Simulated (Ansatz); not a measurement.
Converging the k-point mesh at a smearing width of 0.02 eV: NbRu (P4mm, 2 atoms in the cell)

```yaml
crystal:
  lattice:
    - [3.06874, 0.00000, 0.00000]
    - [0.00000, 3.06874, 0.00000]
    - [0.00000, 0.00000, 3.44215]
  atoms:
    - { symbol: Nb, position: [0.00000, 0.00000, 0.01453] }
    - { symbol: Ru, position: [0.50000, 0.50000, 0.50000] }
```

Method: LDA (PW92), default PAW files made with PBE (plane waves; Ansatz, a program for electronic structure).

Base settings: basis.ecutwfc = 30.9 Ry; kpoints.mp_grid.grid = 11 11 10; hamiltonian.xc = lda; hamiltonian.pseudopotentials = {kind: paw} (the program's default PAW files); scf.occupations.method = fermi_dirac; scf.occupations.width = 0.0073 Ry.

In this ladder: scf.occupations.width = 0.0015 Ry.

Only quantities that move along the ladder and can be compared are tabulated.

The count of work is k-points × plane waves × bands × iterations; it is no time. 

The starting cell comes from a database of computed structures (which also holds hypothetical and non-ambient phases and stackings), without a prior relaxation at this level. Its lattice was rescaled by up to half a per cent. One atom was moved a little off its site on purpose. Spin polarisation is off. In the base run, with a pressure of about -15 GPa the cell is away from its equilibrium volume at this level. Ansatz's pressure includes its estimate of the finite-basis (Pulay) stress.

Steps (kpoints.mp_grid.grid): 4 4 4; 5 5 4; 6 6 5; 7 7 6; 8 8 7; 10 10 9; 12 12 11; 14 14 13; 17 17 15; 21 21 19; 25 25 23.

Q: What is the coarsest kpoints.mp_grid.grid that holds the free energy within 5 meV/atom of the last step, with all finer ones?

A: 12 12 11, at 0.15 of the last step's count of work; the step before is off by 5.7 meV/atom.

Q: What is the coarsest kpoints.mp_grid.grid that holds the forces within 0.005 eV/Å of the last step, with all finer ones?

A: 21 21 19; the step before is off by 0.009 eV/Å.

Q: What is the coarsest kpoints.mp_grid.grid that holds the pressure within 0.05 GPa of the last step, with all finer ones?

A: 17 17 15, at 0.33 of the last step's count of work; the step before is off by 0.07 GPa.

| kpoints.mp_grid.grid | free energy less the last step's (meV/atom) | pressure (GPa) | largest difference of a force vector from the last step's (eV/Å) | count of work / last |
|---|---|---|---|---|
| 4 4 4 | -25.15 | -15.50 | 0.313 | 0.016 |
| 5 5 4 | -19.98 | -15.29 | 0.143 | 0.016 |
| 6 6 5 | 27.07 | -14.82 | 0.116 | 0.027 |
| 7 7 6 | -8.29 | -15.15 | 0.065 | 0.037 |
| 8 8 7 | -3.96 | -15.32 | 0.031 | 0.055 |
| 10 10 9 | -5.75 | -15.21 | 0.031 | 0.096 |
| 12 12 11 | -0.10 | -15.10 | 0.016 | 0.15 |
| 14 14 13 | 0.33 | -15.02 | 0.006 | 0.23 |
| 17 17 15 | 0.57 | -15.09 | 0.009 | 0.33 |
| 21 21 19 | -0.06 | -15.07 | 0.001 | 0.60 |
| 25 25 23 | 0.00 | -15.08 | 0.000 | 1.0 |

Keys are those of Ansatz 0.2.
